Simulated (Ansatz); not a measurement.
The starting structures come from a database of crystals and need not be the phases stable at ambient conditions.

By PBEsol, the system below comes out a metal.

Without scattering a metal conducts by its projected Fermi surface.

Here is the system:

```xyz
4
Lattice="3.8698 0.0000 0.0000 0.0000 5.4727 0.0000 0.0000 2.7363 2.7363" Properties=species:S:1:pos:R:3 pbc="T T T"
Ta     0.0000     0.0000     0.0000
Rh     1.9349     1.3682     1.3682
Rh     1.9349     4.1045     1.3682
Rh     0.0000     2.7363     0.0000
```

The cell is taken as given; by PBEsol it stands under a pressure of -5.2 GPa.

The current flows along the normal of the first two printed cell vectors, the (110) plane of the conventional cell. No spin-orbit coupling; the value is a mean over 0.1 eV about the Fermi level.

Question: Give the ballistic conductance per area that Ansatz (a first-principles code) with PBEsol yields.

Answer: 0.75 × 10¹⁵ S/m² for both spins.
